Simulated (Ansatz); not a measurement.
Partial pair distribution functions of a relaxed model of amorphous Fe$_{36}$Si$_{6}$B$_{8}$, broadened by 0.06 Å; density 7.13 g/cm³. Level of theory: PBE, scalar-relativistic without spin-orbit coupling (plane waves to 420 eV, PAW; Ansatz, a first-principles code). In the spin-polarised cell the level spacing at the Fermi energy can part levels of unlike spin.

A CHGNet melt-quench gave the starting glass, which DFT then relaxed. The hot cell started wider than the set density and was brought back towards it in steps. It is the lowest in DFT energy of 3 quenches. It is a model cell: composition and starting density were chosen by hand, and all elements were melted together. No dispersion term was used. Its density started from a set value of 6.68 and ended at 7.13 g/cm³. The simulated quench (nominally 170 K/ps over its main leg) is rapid and tends to freeze in more defects than a deposited or slowly cooled glass has. Values belong to this one cell and scatter from quench to quench. Volume and shape were free in the relaxation. On a 2×2×2 Γ-centred mesh force components of up to 0.17 eV/Å stay, since the relaxation ran on one k-point at (1/4, 1/4, 1/4).

| r (Å) | g Fe-Fe | g Fe-B | g B-B |
|---|---|---|---|
| 1.60 | 0.00 | 0.00 | 0.00 |
| 1.70 | 0.00 | 0.00 | 0.53 |
| 1.80 | 0.00 | 0.02 | 4.80 |
| 1.90 | 0.00 | 0.65 | 5.37 |
| 2.00 | 0.00 | 3.64 | 0.72 |
| 2.10 | 0.00 | 6.60 | 0.01 |
| 2.20 | 0.08 | 4.79 | 0.00 |
| 2.30 | 0.89 | 2.18 | 0.00 |
| 2.40 | 2.70 | 0.92 | 0.00 |
| 2.50 | 3.75 | 0.33 | 0.00 |
| 2.60 | 2.82 | 0.11 | 0.02 |
| 2.70 | 1.94 | 0.04 | 0.58 |
| 2.80 | 2.03 | 0.12 | 1.13 |
| 2.90 | 1.67 | 0.03 | 1.67 |
| 3.00 | 0.74 | 0.05 | 1.95 |
| 3.10 | 0.54 | 0.09 | 0.75 |
| 3.20 | 0.41 | 0.05 | 0.04 |
| 3.30 | 0.26 | 0.23 | 0.11 |
| 3.40 | 0.18 | 0.50 | 0.74 |
| 3.50 | 0.23 | 1.42 | 1.02 |
| 3.60 | 0.25 | 1.93 | 1.91 |
| 3.70 | 0.37 | 1.80 | 0.41 |
| 3.80 | 0.70 | 1.61 | 0.37 |
| 3.90 | 1.08 | 1.38 | 1.03 |

Within 3.26 Å each Fe has 10.67 Fe neighbours on average.
